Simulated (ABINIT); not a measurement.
## Pressure against volume in fcc Rh (space group 225) (ABINIT, PBEsol)

```
CELL_PARAMETERS angstrom
      0.00000     1.84483     1.84483
      1.84483     0.00000     1.84483
      1.84483     1.84483     0.00000
ATOMIC_POSITIONS crystal
  Rh 0.00000 0.00000 0.00000
```

Computed with PBEsol, norm-conserving pseudopotentials (PseudoDojo nc-sr-04 PBEsol standard) (plane waves; ABINIT). Settings: pseudos = [Rh.upf]; ecut = 57 Ha; occopt = 3; tsmear = 0.05 eV; ngkpt = 27 27 27; nshiftk = 1; shiftk = 0 0 0; potentials = PseudoDojo nc-sr-04 PBEsol standard; nband = 14; kptopt = 1; nstep = 50; tolvrs = 1e-11. The cell above is the first row's. The rows scale it uniformly. In all rows the k mesh is held.

```csv
V (Å^3/atom),P (GPa)
12.5575,?
12.8304,17.82
13.1034,10.15
13.3764,3.36
13.6494,-2.64
13.9224,-7.95
14.1954,-12.62
14.4684,-16.75
14.7414,-20.38
```

Fit P of the 8 rows that show it with a cubic. With u = V - 13.8, the rows have u = -0.9696, -0.6966, -0.4236, -0.1506, 0.1224, 0.3954, 0.6684, 0.9414. Least squares gives P = -5.656 - 19.2844·u + 4.4625·u² - 0.6342·u³. Residuals (row less fit): 0.004, -0.007, -0.002, 0.008, 0.001, 0.003, -0.009, 0.005; standard error 0.008 (degrees of freedom: 4). The fitted pressure is zero at V0 = 13.52, where dP/dV = -21.88, so B0 = -V0·dP/dV = 296 GPa.

Q: Estimate the missing P (V = 12.5575); what did the run itself give?

A: u = -1.2425, so P = -5.656 - 19.2844 × (-1.2425) + 4.4625 × (-1.2425)² - 0.6342 × (-1.2425)³ = 26.411 GPa. The calculation gives 26.50 GPa, 0.089 GPa above the prediction (0.2 % of the range of P in the table). The row lies outside the fitted rows, so this is an extrapolation. From the scatter of the fitted rows alone, a prediction at this place has a standard error of 0.021 GPa, so the miss is 4.2 times that.

Carrying the step between the two nearest rows on in a straight line would have given 25.49, off by 1.01; series whose last step already gives the withheld value aren't shown. The scan was laid around a cell of about the measured size, scaled by a guess for this functional. Spin polarisation is off. Cutoffs and mesh are single choices, not tested for convergence of this quantity. Series with a scatter that would blur these digits, or in which a gap closes, are not shown.

Terms beyond the fitted order, or numerical noise in single rows, can give a miss of this size; the table doesn't tell which.
